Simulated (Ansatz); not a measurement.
LiBr (model structure, F-43m, No. 216, 2 atoms in the cell), treated with G0W0@PBEsol+SOC (hard PAW, contour deformation, complete-basis limit, spin–orbit shift from PBEsol; Ansatz, a program for electronic structure).

Settings: largest k mesh 8×8×8 (not extrapolated in the mesh).

Cell (relaxed with PBEsol):

LiBr is taken in the cubic space group F-43m (No. 216), the zinc blende structure, Pearson symbol cF8. Cell: a = 5.8064 Å, b = 5.8064 Å, c = 5.8064 Å, α = 90.00°, β = 90.00°, γ = 90.00°. Li on 4a sees 4 Br at 2.514 Å (tetrahedral). Br on 4d sees 4 Li at 2.514 Å (tetrahedral). (Neighbours: up to the widest gap in distance over summed covalent radii, below 1.35, at either atom; cation-cation and far metal-metal contacts left out.)
(The calculation used a cell of 2 atoms; values per cell refer to that cell.)

Problem. Predict the band gap.

Solution. 
- band gap = 7.39 eV

Note: spin–orbit coupling enters as the shift of the gap found with a semilocal functional; the relaxation could raise the start's symmetry but not lower it, so the cell can be a saddle point.

The result took very roughly 100 core-minutes.

A model structure was made by putting elements into a prototype or built by hand; it is no filed structure, need not be a known phase, and can be a saddle point held by its symmetry.
